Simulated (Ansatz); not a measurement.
Start from Mo in the simple cubic structure (space group Pm-3m, No. 221; a = 2.5692 Å; a hypothetical phase, not in the database extracts checked).

Computed with Ansatz (a program for electronic structure), PBEsol, PAW, cutoff 420 eV, no SOC.

One change was made to it. Results:

| quantity | base | after |
|---|---|---|
| shortest interatomic distance | 2.569 Å | 2.557 Å |
| band gap | zero | zero |

Q: Which change produced these results?
A) pressure 0.3 GPa
B) pressure 3 GPa
C) pressure 7.5 GPa

A: B, pressure 3 GPa. For comparison, the shortest interatomic distance in the other runs: pressure 0.3 GPa gives 2.568 Å; pressure 7.5 GPa gives 2.540 Å.

Load acts through the strain it causes; cell and atoms are relaxed under it. No phonon test of stability was made. No other phases were tried under pressure. All final runs are without spin polarisation.
